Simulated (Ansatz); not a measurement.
The starting structures come from a database of crystals and need not be the phases stable at ambient conditions.

Inside the gap of an insulator the Bloch states are evanescent, with a wavenumber k + iκ along the transport direction.

Input:

```
HgF
1.0
    5.30347     0.00000     0.00000
    2.65173     5.47154     0.00000
    2.65173     0.00000     2.65173
Hg F
2 2
Direct
  0.88351   0.23297   0.00000
  0.11649   0.76703   0.00000
  0.68657   0.62686   0.00000
  0.31343   0.37314   0.00000
```

Space group of this cell: I4/mmm. The cell was relaxed by PBE-D3(BJ); by r2SCAN its mean pressure is -1.8 GPa.

Transport runs along the normal of the first two printed cell vectors, the (110) plane of the conventional cell.

The gap is the functional's own. No spin-orbit coupling. Mid-gap values are interpolated on the energy grid.

### Question
Estimate the band gap and the smallest decay constant κ at mid-gap that r2SCAN (Ansatz, a first-principles code) returns for this system.

### Answer
Gap 1.98 eV on a 12×12×12 mesh; κ = 0.354 1/Å, at (-0.333, 0.333) of the in-plane reciprocal vectors. At the zone centre, at the nearest computed energy, the slowest state has κ = 0.61 1/Å.
